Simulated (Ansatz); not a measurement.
Effect of Pb → Re on PbS

Take PbS in the rock salt structure (space group Fm-3m, No. 225; a = 5.974 Å) as the base.

Now apply this change: Re takes the place of Pb on all its sites, then cell and atoms are relaxed.

Computed with Ansatz (an electronic-structure program) r2SCAN, without spin-orbit coupling. Γ-centred 16×16×16 mesh, Fermi–Dirac width 0.05 eV, for the changed cell.

```
quantity                                  base          changed         shift
-----------------------------  ---------------  ---------------  ------------
volume per atom                       26.66 Å³         14.74 Å³     -11.92 Å³
density                             7.45 g/cm³      12.30 g/cm³  +4.844 g/cm³
lattice parameter a                    5.974 Å          4.904 Å     -1.0709 Å
space group                    Fm-3m (No. 225)  Fm-3m (No. 225)             –
shortest interatomic distance          2.987 Å          2.452 Å      -0.535 Å
band gap                               0.69 eV             zero             –
```

With Pb present, leaving out spin-orbit coupling can change the band edges. No phonon test of stability was made. As relaxed here, ReS is a hypothetical phase, not in the database extracts checked. The final runs are not spin-polarised. An odd electron count without spin: ReS. ReS has a high density of states at the Fermi level and may be magnetic at this level.
